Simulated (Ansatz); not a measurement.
```yaml
crystal:
  lattice:
    - [4.37421, 0.00021, 0.01588]
    - [-2.18702, 3.78747, -0.07987]
    - [0.63570, -0.78874, 24.37873]
  atoms:
    - { symbol: C, position: [0.21736, 0.63474, 0.05242] }
    - { symbol: C, position: [0.88403, 0.96747, 0.05064] }
    - { symbol: C, position: [0.55069, 0.30019, 0.04885] }
    - { symbol: C, position: [0.88632, 0.63030, 0.03131] }
    - { symbol: C, position: [0.55090, 0.95873, 0.03131] }
    - { symbol: C, position: [0.21483, 0.29417, 0.03133] }
    - { symbol: C, position: [0.55145, 0.66233, 0.13641] }
    - { symbol: C, position: [0.21765, 0.99692, 0.13641] }
    - { symbol: C, position: [0.88308, 0.32856, 0.13641] }
    - { symbol: C, position: [0.21738, 0.65601, 0.11652] }
    - { symbol: C, position: [0.88405, 0.98905, 0.11561] }
    - { symbol: C, position: [0.55071, 0.32216, 0.11503] }
    - { symbol: C, position: [0.88420, 0.69079, 0.22129] }
    - { symbol: C, position: [0.55072, 0.02402, 0.22128] }
    - { symbol: C, position: [0.21741, 0.35747, 0.22128] }
    - { symbol: C, position: [0.55086, 0.68352, 0.20021] }
    - { symbol: C, position: [0.21768, 0.01745, 0.20021] }
    - { symbol: C, position: [0.88376, 0.35034, 0.20021] }
    - { symbol: C, position: [0.21751, 0.71884, 0.30598] }
    - { symbol: C, position: [0.88415, 0.05222, 0.30598] }
    - { symbol: C, position: [0.55077, 0.38547, 0.30597] }
    - { symbol: C, position: [0.88418, 0.71188, 0.28486] }
    - { symbol: C, position: [0.55079, 0.04513, 0.28485] }
    - { symbol: C, position: [0.21743, 0.37851, 0.28485] }
    - { symbol: C, position: [0.55119, 0.74702, 0.39062] }
    - { symbol: C, position: [0.21725, 0.07989, 0.39063] }
    - { symbol: C, position: [0.88409, 0.41383, 0.39063] }
    - { symbol: C, position: [0.21752, 0.73987, 0.36955] }
    - { symbol: C, position: [0.88420, 0.07333, 0.36954] }
    - { symbol: C, position: [0.55075, 0.40657, 0.36955] }
    - { symbol: C, position: [0.88415, 0.77514, 0.47580] }
    - { symbol: C, position: [0.55085, 0.10830, 0.47522] }
    - { symbol: C, position: [0.21753, 0.44137, 0.47431] }
    - { symbol: C, position: [0.55186, 0.76883, 0.45441] }
    - { symbol: C, position: [0.21725, 0.10044, 0.45442] }
    - { symbol: C, position: [0.88346, 0.43498, 0.45442] }
    - { symbol: C, position: [0.22007, 0.80318, 0.55951] }
    - { symbol: C, position: [0.88404, 0.13861, 0.55952] }
    - { symbol: C, position: [0.54857, 0.46702, 0.55952] }
    - { symbol: C, position: [0.88422, 0.79711, 0.54199] }
    - { symbol: C, position: [0.55089, 0.12987, 0.54019] }
    - { symbol: C, position: [0.21751, 0.46248, 0.53841] }
    - { symbol: Mo, position: [0.55059, 0.17018, 0.65979] }
    - { symbol: Mo, position: [0.21728, 0.49344, 0.63069] }
    - { symbol: Mo, position: [0.21710, 0.52992, 0.73846] }
    - { symbol: Mo, position: [0.88364, 0.85066, 0.70094] }
    - { symbol: Mo, position: [0.88371, 0.88845, 0.81473] }
    - { symbol: Mo, position: [0.55041, 0.20904, 0.77610] }
    - { symbol: Mo, position: [0.55014, 0.24666, 0.88988] }
    - { symbol: Mo, position: [0.21701, 0.56753, 0.85237] }
    - { symbol: Mo, position: [0.21688, 0.60338, 0.96015] }
    - { symbol: Mo, position: [0.88316, 0.92678, 0.93099] }
```

The first 42 atoms are the substrate (C-dia), the rest the film (Mo).

These are PBE (plane waves to 420 eV, PAW; Ansatz, a quantum-chemistry and plane-wave program) values and carry that method's errors. No spin–orbit coupling; the runs are not spin-polarised; PBE gaps are too small against experiment. Its k-point mesh 7×7×1, Fermi–Dirac width 0.05 eV.

Q: Describe the bonding at the interfaces and give the barriers.

A: A periodic stack without vacuum, bcc Mo (1 1 1) on diamond (1 1 1) (film strained to the substrate, faces as cut): substrate slab C42, film Mo10, surface cells [[1, 1], [-2, 1]] and [[1, -1], [0, 1]], film strained by -2.1 and -2.1 %, faces C/C and Mo/Mo as cut (like faces can put a slab off its formula).
```
Quantity                                                                                   Value
-------------------------------------------------------------------------------  ---------------
interface area                                                                           16.6 Å²
period                                                                                   24.36 Å
gaps between the outermost planes at the two interfaces                          1.73 and 1.73 Å
C–Mo contacts across the interfaces within 1.22 times the sum of covalent radii   8, mean 2.26 Å
hole barrier (PBE)                                                                       0.80 eV
electron barrier (PBE)                                                                   3.33 eV
```
